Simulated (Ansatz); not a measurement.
Levels about the gap of amorphous Al$_{28}$O$_{43}$Ba (72 atoms in a cell of 805 Å³, 3.26 g/cm³; zone centre alone, so wide bands show as single levels with stretches between that a denser mesh fills), at the geometry that PBE relaxed, where it gives 2.1 GPa on a denser mesh. Exact exchange is cut at the faces of this small cell, which leaves a finite-size error. The participation number counts the atoms over which a state spreads; weights are charges in smoothed Voronoi cells. The levels come from a single point, so bond lengths are those of that geometry. Method of the levels: HSE06, scalar-relativistic without spin-orbit coupling (Ansatz, a program for electronic structure). Sampling: the zone centre alone; Fermi-Dirac width 0.02 eV; no spin polarisation. At PBE the levels at the filled edge of the gap are localised (band-tail or defect states), and the nearest spread-out levels lie 3.9 eV apart at the zone centre.

The cell was made by melting and quenching with the CHGNet potential and then relaxed with DFT. O atoms were pushed apart under 1.9 Å during the dynamics, to hinder bonds among them. The hot cell started wider than the set density and was brought back towards it in steps. It is the lowest in DFT energy of 2 quenches. It is a model cell: composition and starting density were chosen by hand, and all elements were melted together. No dispersion term was used. Its density started from a set value of 3.26 and ended at 3.26 g/cm³. Cooling (nominally 280 K/ps over its main leg) ran many orders faster than in experiment, which tends to leave more defects and strain. One small periodic cell is one sample of the glass; other quenches scatter about these values. The volume was held where the preparation left it and the shape relaxed, at a PBE pressure of 2.1 GPa. Stress components on the final sampling reach 2.1 GPa.

```json
[
 {"E - E(highest filled), eV": "-0.58", "filling": "filled", "participation number": "9.8", "largest on": "O, 2 neighbours", "weight O": "0.95", "weight Al": "0.05", "weight Ba": "0.00"},
 {"E - E(highest filled), eV": "-0.56", "filling": "filled", "participation number": "11.0", "largest on": "O, 3 neighbours", "weight O": "0.95", "weight Al": "0.05", "weight Ba": "0.00"},
 {"E - E(highest filled), eV": "-0.49", "filling": "filled", "participation number": "15.0", "largest on": "O, 3 neighbours", "weight O": "0.95", "weight Al": "0.05", "weight Ba": "0.00"},
 {"E - E(highest filled), eV": "-0.41", "filling": "filled", "participation number": "9.0", "largest on": "O, 3 neighbours", "weight O": "0.94", "weight Al": "0.06", "weight Ba": "0.00"},
 {"E - E(highest filled), eV": "-0.39", "filling": "filled", "participation number": "11.9", "largest on": "O, 3 neighbours", "weight O": "0.95", "weight Al": "0.05", "weight Ba": "0.00"},
 {"E - E(highest filled), eV": "-0.17", "filling": "filled", "participation number": "4.0", "largest on": "O, 3 neighbours", "weight O": "0.95", "weight Al": "0.05", "weight Ba": "0.00"},
 {"E - E(highest filled), eV": "0.00", "filling": "filled", "participation number": "2.9", "largest on": "O, 3 neighbours", "weight O": "0.95", "weight Al": "0.05", "weight Ba": "0.00"},
 {"E - E(highest filled), eV": "5.06", "filling": "empty", "participation number": "46.1", "largest on": "Al, 5 neighbours", "weight O": "0.58", "weight Al": "0.39", "weight Ba": "0.03"},
 {"E - E(highest filled), eV": "6.65", "filling": "empty", "participation number": "12.6", "largest on": "Ba, 9 neighbours", "weight O": "0.50", "weight Al": "0.31", "weight Ba": "0.19"},
 {"E - E(highest filled), eV": "7.03", "filling": "empty", "participation number": "7.1", "largest on": "Ba, 9 neighbours", "weight O": "0.44", "weight Al": "0.20", "weight Ba": "0.36"},
 {"E - E(highest filled), eV": "7.13", "filling": "empty", "participation number": "15.9", "largest on": "Ba, 9 neighbours", "weight O": "0.51", "weight Al": "0.31", "weight Ba": "0.18"},
 {"E - E(highest filled), eV": "7.43", "filling": "empty", "participation number": "16.3", "largest on": "Ba, 9 neighbours", "weight O": "0.53", "weight Al": "0.28", "weight Ba": "0.19"},
 {"E - E(highest filled), eV": "7.52", "filling": "empty", "participation number": "13.5", "largest on": "Ba, 9 neighbours", "weight O": "0.48", "weight Al": "0.29", "weight Ba": "0.23"},
 {"E - E(highest filled), eV": "7.73", "filling": "empty", "participation number": "19.0", "largest on": "Ba, 9 neighbours", "weight O": "0.56", "weight Al": "0.25", "weight Ba": "0.19"}
]
```

Most localised among these is the filled level at +0.00 eV, on a O atom, which has 3 neighbours (Al 1.81 Å, Al 1.82 Å, Al 1.90 Å).
